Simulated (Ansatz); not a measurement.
Cost and result by functional for the adsorption energy of OH on the 1x1 (111) surface of fcc Al, one in a 2x2 cell, started at the site 'top Al', in Ansatz (plane waves, PAW). Single points on the PBE structure, on one kind of machine; costs are rough ratios of the slab run's core time (references not counted) to the cheapest single point. r2SCAN's cost holds its higher cutoff (500 against 420 eV). Differences are taken against r2SCAN for comparison alone: no measured value is at hand, so the table doesn't rank accuracy.

Model: 18-atom slab, 7.0 Å thick at the start under the adsorbate (thin: gaps and levels are the slab's own), 6x6x1 mesh, Fermi-Dirac 0.1 eV, dipole correction, 8 atoms held, the rest relaxed; no symmetry held; spin-polarised, no spin-orbit, no U, no dispersion correction. The starting moment vanished. At the end it is bonded to Al. In PBE this state lies 0.07 eV over the lowest of the starts that converged ('bridge Al-Al (span 2.9 Å)'). These notes are the PBE run's. r2SCAN: The program's check for a lower electronic state was not made. Adsorption energies are against H2O(g) − ½ H2(g). A negative adsorption energy means that the adsorbate is more stable on the surface than in its reference.

```tsv
functional	relative cost	adsorption energy (eV)	less r2SCAN (eV)
RPBE	1	-0.57	0.21
r2SCAN	3	-0.78	0.00
PBE (the relaxed run's value)	–	-0.66	0.12
```

The values span 0.21 eV, while the single points' costs differ by a factor of roughly 3. Differences are of unrounded values.

Ansatz is a program for electronic structure.
